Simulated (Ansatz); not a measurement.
## Mg₂Si (space group Fm-3m, No. 225)

Space group Fm-3m (No. 225); a = b = c = 6.3648 Å, α = β = γ = 90.00°

| atom | site | symmetry | x | y | z |
|---|---|---|---|---|---|
| Si | 4a | m-3m | 0.0000 | 0.0000 | 0.0000 |
| Mg | 8c | -43m | 0.2500 | 0.2500 | 0.2500 |
(The calculation used a cell of 3 atoms; values per cell refer to that cell.)

Method: PBE (Ansatz, a quantum-chemistry and plane-wave program), no spin-orbit coupling. k-mesh 9×9×9 (Γ-centred); smearing 0.05 eV (Fermi–Dirac).

| Quantity | Value |
|---|---|
| Volume per atom | 21.49 Å³ |
| Density | 1.98 g/cm³ |
| Band gap | 0.22 eV, indirect, Γ → X |
| Electron mass | 0.58 mₑ along k, 0.19 mₑ across |
| Hole mass (degenerate bands, along [100]) | 0.14, 0.35, 0.35 mₑ |
| Lowest conduction-band minima above the VBM | X along ⟨100⟩ 0.22 eV; L along ⟨111⟩ 1.24 eV |
| Total energy | -1494.631 eV/atom (σ→0; compares only within this code and set-up) |

Effective masses come from finite differences of ±0.01 Å⁻¹. Along k means along the line from Γ to the band edge. No phonon test of stability was made. The zero or small gap of Mg2Si can change with the level of theory.
